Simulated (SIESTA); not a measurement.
Band structure of TiS (P-6m2, 2 atoms in the cell).

```yaml
crystal:
  lattice:
    - [3.26717, 0.00000, 0.00000]
    - [-1.63359, 2.82945, 0.00000]
    - [0.00000, 0.00000, 3.21706]
  atoms:
    - { symbol: Ti, position: [0.66667, 0.33333, 0.00000] }
    - { symbol: S, position: [0.00000, 0.00000, 0.50000] }
```

Level of theory: GGA PBEsol, numerical atomic orbitals DZP, PseudoDojo PBEsol standard norm-conserving potentials (rewritten from UPF to PSML) (SIESTA).

Settings: XC.functional = GGA; XC.authors = PBEsol; potentials = PseudoDojo PBEsol standard; PAO.BasisSize = DZP; PAO.EnergyShift = 0.01 Ry; MeshCutoff = 300 Ry; kgrid.MonkhorstPack = 12 12 10; OccupationFunction = MP; OccupationMPOrder = 0; ElectronicTemperature = 2320.9 K; MaxSCFIterations = 150; SCF.Mixer.Method = Broyden; SCF.Mixer.Weight = 0.25; SCF.Mixer.History = 8.

The starting cell comes from a database of computed structures (which also holds hypothetical and non-ambient phases and stackings), without a prior relaxation at this level. Spin polarisation is off, so a magnetic state, if there is one, cannot be reached. Values carry the incompleteness of an atom-centred basis.

Levels in eV from the Fermi level, bands 6 to 11:
| point | 6 | 7 | 8 | 9 | 10 | 11 |
|---|---|---|---|---|---|---|
| Γ | -3.09 | -3.09 | -2.65 | -2.16 | 1.29 | 1.29 |
| M | -7.47 | -3.70 | -2.93 | -1.83 | 0.81 | 2.16 |
| K | -6.52 | -5.83 | -3.64 | 0.01 | 0.61 | 1.14 |
| A | -7.92 | -2.56 | -2.56 | -0.06 | -0.06 | 1.71 |
| L | -6.34 | -6.18 | -4.19 | -0.59 | 2.02 | 2.24 |
| H | -6.41 | -6.18 | -4.75 | -0.10 | 2.08 | 2.33 |

Bands cross the Fermi level along this path, so the cell is metallic at this level.

Higher empty bands are left out: an atom-centred basis made for the valence describes them poorly.
